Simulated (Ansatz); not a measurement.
**TiAl3: response to strain**

The reference is TiAl$_{3}$ (space group I4/mmm, No. 139; relaxed with 0.1 eV smearing).

```xyz
4
Lattice="-1.9091 1.9091 4.2719 1.9091 -1.9091 4.2719 1.9091 1.9091 -4.2719" Properties=species:S:1:pos:R:3 pbc="T T T"
Al     0.0000     0.0000     4.2719
Al     0.0000     1.9091     2.1360
Al     1.9091     0.0000     2.1360
Ti     0.0000     0.0000     0.0000
```

Cartesian axes are those of the cell as printed.

Strains are applied to the cell and any free atomic positions relax.

All numbers come from Kohn–Sham DFT with the PBEsol functional, run in Ansatz (a quantum-chemistry and plane-wave program) with PAW and 420 eV plane waves, no SOC, earlier PAW set.

Notes on the quantities. energy relative to the base: free energy F; pressure: mean of the normal stresses, compression positive.

```json
[
 {"case": "base", "energy relative to the base": "0 meV/atom", "pressure": "0.0 GPa", "volume per atom": "15.57 Å³"},
 {"case": "isotropic strain −3.04 %", "energy relative to the base": "+49 meV/atom", "pressure": "12.4 GPa", "volume per atom": "14.19 Å³"},
 {"case": "uniaxial strain ε_xx = −1.11 %", "energy relative to the base": "+1.2 meV/atom", "pressure": "1.3 GPa", "volume per atom": "15.40 Å³"},
 {"case": "uniaxial strain ε_yy = +1.99 %", "energy relative to the base": "+3.8 meV/atom", "pressure": "-2.1 GPa", "volume per atom": "15.88 Å³"},
 {"case": "tensor shear ε_xz = +0.98 %", "energy relative to the base": "+1.8 meV/atom", "pressure": "0.1 GPa", "volume per atom": "15.57 Å³"}
]
```

Whether these cells are dynamically stable was not tested. The final runs are not spin-polarised.
